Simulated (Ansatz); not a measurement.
The parent structure is MoTe2 in the 2H-MoS2 type structure (space group P6_3/mmc, No. 194; a = 3.5419 Å, c = 14.1820 Å; layered, stacked along the Cartesian z axis). Axes: x lies along a and z along c of the hexagonal cell.

Computed with DFT with r2SCAN+rVV10, PAW potentials and a 500 eV plane-wave cutoff in Ansatz (a quantum-chemistry and plane-wave program), no SOC, earlier PAW set.

The change: every lattice vector is shortened by 2.54 %; the atoms relax in the strained cell.

Question: Predict the stress tensor and what it implies for the stiffness.

Answer: Stress of the strained cell less that of the base (GPa, compression positive):
```
   5.14    0.00    0.00
   0.00    5.14    0.00
   0.00    0.00    2.48
```

Then B = −ΔP/(ΔV/V₀) with ΔV/V₀ = -0.0743 gives secant stiffness values (nonlinear terms included at this strain): B (at held cell shape, above the free-shape value) ≈ 57 GPa.

As a check, the harmonic strain energy −½ V₀ Δσ:ε is 26 meV/atom; the computed energy rise is 23 meV/atom.

Stability against distortions was not tested.
